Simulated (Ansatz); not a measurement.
Results of PBEsol in Ansatz (plane waves, PAW) for AlZnInO4 (model structure, started from the InGaZnO4 type, R3m, No. 160, 7 atoms in the cell).

Input file:

Ansatz 0.2 input:
```yaml
crystal:
  lattice:
    - [1.6280133969, 0.9399339729, 8.5387993346]
    - [-1.6280133969, 0.9399339729, 8.5387993346]
    - [0.0, -1.8798679459, 8.5387993346]
  atoms:
    - { symbol: In, position: [-0.0042848318, -0.0042848318, -0.0042848318] }
    - { symbol: Al, position: [0.2127951858, 0.2127951858, 0.2127951858] }
    - { symbol: Zn, position: [0.7816246033, 0.7816246033, 0.7816246033] }
    - { symbol: O, position: [0.1391510495, 0.1391510495, 0.1391510495] }
    - { symbol: O, position: [0.8794951183, 0.8794951183, 0.8794951183] }
    - { symbol: O, position: [0.2861728348, 0.2861728348, 0.2861728348] }
    - { symbol: O, position: [0.7050460401, 0.7050460401, 0.7050460401] }
basis:
  ecutwfc: 520
  ecutrho_ratio: 4
  xc_grid: 2
kpoints:
  mp_grid: { grid: [12, 12, 12] }
  band_path:
    path:
      - [0.0, 0.0, 0.0]
      - [-0.166667, -0.166667, -0.166667]
      - [-0.333333, -0.333333, -0.333333]
      - [-0.5, -0.5, -0.5]
      - [-0.5, -0.472895, -0.527105]
      - [-0.5, -0.445791, -0.554209]
      - [-0.5, -0.418686, -0.581314]
      - [-0.5, -0.391582, -0.608418]
      - [-0.5, -0.364477, -0.635523]
      - [-0.5, -0.337372, -0.662628]
      - [-0.5, -0.310268, -0.689732]
      - [-0.5, -0.283163, -0.716837]
      - [-0.5, -0.256059, -0.743941]
      - [-0.5, -0.228954, -0.771046]
      - [-0.5, -0.201849, -0.798151]
      - [-0.5, -0.174745, -0.825255]
      - [-0.174745, 0.174745, -0.5]
      - [-0.145621, 0.145621, -0.5]
      - [-0.116497, 0.116497, -0.5]
      - [-0.087372, 0.087372, -0.5]
      - [-0.058248, 0.058248, -0.5]
      - [-0.029124, 0.029124, -0.5]
      - [0.0, 0.0, -0.5]
      - [0.0, 0.0, -0.454545]
      - [0.0, 0.0, -0.409091]
      - [0.0, 0.0, -0.363636]
      - [0.0, 0.0, -0.318182]
      - [0.0, 0.0, -0.272727]
      - [0.0, 0.0, -0.227273]
      - [0.0, 0.0, -0.181818]
      - [0.0, 0.0, -0.136364]
      - [0.0, 0.0, -0.090909]
      - [0.0, 0.0, -0.045455]
      - [0.0, 0.025952, -0.025952]
      - [0.0, 0.051903, -0.051903]
      - [0.0, 0.077855, -0.077855]
      - [0.0, 0.103807, -0.103807]
      - [0.0, 0.129759, -0.129759]
      - [0.0, 0.15571, -0.15571]
      - [0.0, 0.181662, -0.181662]
      - [0.0, 0.207614, -0.207614]
      - [0.0, 0.233565, -0.233565]
      - [0.0, 0.259517, -0.259517]
      - [0.0, 0.285469, -0.285469]
      - [0.0, 0.311421, -0.311421]
      - [0.0, 0.337372, -0.337372]
      - [-0.337372, 0.0, -0.662628]
      - [-0.369898, 0.0, -0.630102]
      - [-0.402423, 0.0, -0.597577]
      - [-0.434949, 0.0, -0.565051]
      - [-0.467474, 0.0, -0.532526]
      - [-0.5, 0.0, -0.5]
      - [-0.454545, 0.0, -0.454545]
      - [-0.409091, 0.0, -0.409091]
      - [-0.363636, 0.0, -0.363636]
      - [-0.318182, 0.0, -0.318182]
      - [-0.272727, 0.0, -0.272727]
      - [-0.227273, 0.0, -0.227273]
      - [-0.181818, 0.0, -0.181818]
      - [-0.136364, 0.0, -0.136364]
      - [-0.090909, 0.0, -0.090909]
      - [-0.045455, 0.0, -0.045455]
    npoints: 1
hamiltonian:
  xc: pbesol
  dispersion: none
  pseudopotentials: { kind: paw }
scf:
  occupations: { method: fermi_dirac, width: 0.01 }
  convergence: { dr2_threshold: 0.0000000007 }
output:
  forces: true
  stress: true
  eigenvalues: true
  write_bands: true
```

From the output:

```
Crystal: 7 atoms, lattice volume = 78.398 Å³
Basis set: ecut = 520 eV, 2089 PW (Γ), FFT grids on a1−a3, a2−a3, a3, exchange–correlation on 50×50×144 points (8 copies of the dense FFT grid, shifted against one another)
Bands: 33, of which v1, the nominal top of the filled ones, is band 26 counted from 1 (25 counted from 0)
Symmetry: 6 space group operations
Space group: R3m (ITA 160), of the structure as read, at distance tolerance 4.3e-5 Å
k-points: 189 of 1728 (time reversal used)
Functional: x = pbesol(κ = 0.804, μ = 0.12345679012345678), c = pbesol(β = 0.046)
SCF iter   1: F=—  HF=-11578.703022 eV  |F-HF|=—  |Δ(HF+E_count)|=         —  Δρ=1.57e-2  dr2=1.61e-1
SCF iter   2: F=—  HF=-11578.658643 eV  |F-HF|=—  |Δ(HF+E_count)|=   4.44e-2  Δρ=2.83e-3  dr2=4.65e-3
  ...
SCF iter  10: F=—  HF=-11578.657415 eV  |F-HF|=—  |Δ(HF+E_count)|=   8.56e-9  Δρ=2.44e-6  dr2=3.78e-9
SCF iter  11: F=-11578.657415 eV  HF=-11578.657415 eV  |F-HF|=2.11e-10  |Δ(HF+E_count)|=   1.24e-9  Δρ=9.40e-7  dr2=5.75e-10
SCF 1 converged in 11 iterations: F = -11578.657415 eV  dr2 = 5.75e-10
SCF converged after 11 iterations
Free energy (F): -11578.657415 eV
Internal energy: -11578.657415 eV  (E = F + TS)
E sigma→0 (E₀):  -11578.657415 eV
Fermi energy:    8.940734 eV
--- Forces (eV/Å), atoms counted from 1 ---
  atom   1  In     0.00000000     0.00000000    -0.00081867
  atom   2  Al     0.00000000    -0.00000000     0.00079186
  atom   3  Zn     0.00000000    -0.00000000     0.00016361
  atom   4  O      0.00000000    -0.00000000     0.00001030
  atom   5  O      0.00000000     0.00000000    -0.00014109
  atom   6  O      0.00000000     0.00000000    -0.00042527
  atom   7  O      0.00000000    -0.00000000     0.00041569
--- Stress (GPa, compression-positive) ---
        0.002436       0.000000       0.000000
        0.000000       0.002436      -0.000000
       -0.000000      -0.000000       0.004176
  P = ⅓ Tr σ = 0.0030 GPa (0.030 kbar)
```

The PAW data were made under PBE.

Note: the relaxation could raise the start's symmetry but not lower it, so the cell can be a saddle point.

A model structure was made by putting elements into a prototype or built by hand; it is no filed structure, need not be a known phase, and can be a saddle point held by its symmetry.

Ansatz is an electronic-structure program.
